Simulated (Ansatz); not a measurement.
Response to strain in ScAl3

Base system: ScAl$_{3}$ in the Cu3Au type structure (space group Pm-3m, No. 221; a = 4.0725 Å; relaxed with 0.1 eV smearing).

Strains are applied to the cell and any free atomic positions relax.

Computed with plane-wave PAW DFT at the PBEsol level (Ansatz, a quantum-chemistry and plane-wave program, 420 eV), spin-orbit coupling left out.

Notes on the quantities. energy relative to the base: free energy F.

```
variant                   volume per atom  pressure  energy relative to the base
------------------------  ---------------  --------  ---------------------------
base                             16.89 Å³   0.0 GPa                   0 meV/atom
isotropic strain −3.00 %         15.41 Å³       ___                          ___
isotropic strain −2.40 %         15.70 Å³   7.7 GPa                 +27 meV/atom
isotropic strain −1.80 %         15.99 Å³   5.6 GPa                 +15 meV/atom
isotropic strain −1.20 %         16.28 Å³   3.6 GPa                +6.5 meV/atom
isotropic strain −0.60 %         16.58 Å³   1.7 GPa                +1.6 meV/atom
```

### Question
What belongs in the blanks?

### Answer

- isotropic strain −3.00 %, pressure: 10.0 GPa
- isotropic strain −3.00 %, energy relative to the base: +43 meV/atom

Whether these cells are dynamically stable was not tested. The final runs are not spin-polarised.
